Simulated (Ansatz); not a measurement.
# What Ge → Co does to Ge

The parent structure is Ge in the diamond structure (space group Fd-3m, No. 227; a = 5.676 Å).

Now apply this change: every Ge is replaced by Co; the structure is relaxed again.

Calculations: PBEsol (Ansatz, an electronic-structure program, PAW, spin-orbit coupling left out), earlier PAW set. Settings: 16×16×16 k-points, 0.05 eV Fermi–Dirac smearing, for the changed cell.

* **Volume per atom**: 15.55 Å³ (base 22.86 Å³)
* **Density**: 6.29 g/cm³ (base 5.28 g/cm³)
* **Lattice parameter a**: 4.992 Å (base 5.676 Å)
* **Band gap**: zero (base zero)
* **Magnetic state**: ferromagnetic (base not spin-polarised)
* **Largest site moment**: 1.69 μB (base 0.00 μB)

Other magnetic orders, which the real material may have, were not ruled out. No phonon test of stability was made. For Co in this form, whether it has been made was not checked. This is not the structure that Co has at room temperature and ambient pressure. The zero or small gap of Ge can change with the level of theory.
